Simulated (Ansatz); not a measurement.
# Response to strain in SiO2

Take SiO2 in the rutile structure (space group P4_2/mnm, No. 136) as the base.

```
CELL_PARAMETERS angstrom
      4.19450     0.00000     0.00000
      0.00000     4.19450     0.00000
      0.00000     0.00000     2.67848
ATOMIC_POSITIONS crystal
  Si 0.00000 0.00000 0.00000
  Si 0.50000 0.50000 0.50000
  O  0.30606 0.30606 0.00000
  O  0.80606 0.19394 0.50000
  O  0.19394 0.80606 0.50000
  O  0.69394 0.69394 0.00000
```

Cartesian axes are those of the cell as printed.

Strains are applied to the cell and any free atomic positions relax.

Computed with Ansatz (an electronic-structure program) PBEsol, scalar-relativistic without spin-orbit coupling.

Notes on the quantities. energy relative to the base: free energy F; pressure: mean of the normal stresses, compression positive.

```tsv
case	energy relative to the base	width of the top valence band	pressure
base	0 meV/atom	2.67 eV	0.00 GPa
uniaxial strain ε_zz = −3.00 %	+17 meV/atom	2.78 eV	11.82 GPa
uniaxial strain ε_zz = −2.40 %	+11 meV/atom	2.76 eV	9.29 GPa
uniaxial strain ε_zz = −1.80 %	+5.9 meV/atom	2.74 eV	6.85 GPa
uniaxial strain ε_zz = −1.20 %	+2.6 meV/atom	2.72 eV	4.49 GPa
uniaxial strain ε_zz = −0.60 %	+0.6 meV/atom	2.70 eV	2.23 GPa
```

The levels and masses belong to the bands next to the band gap. Stability against distortions was not tested.
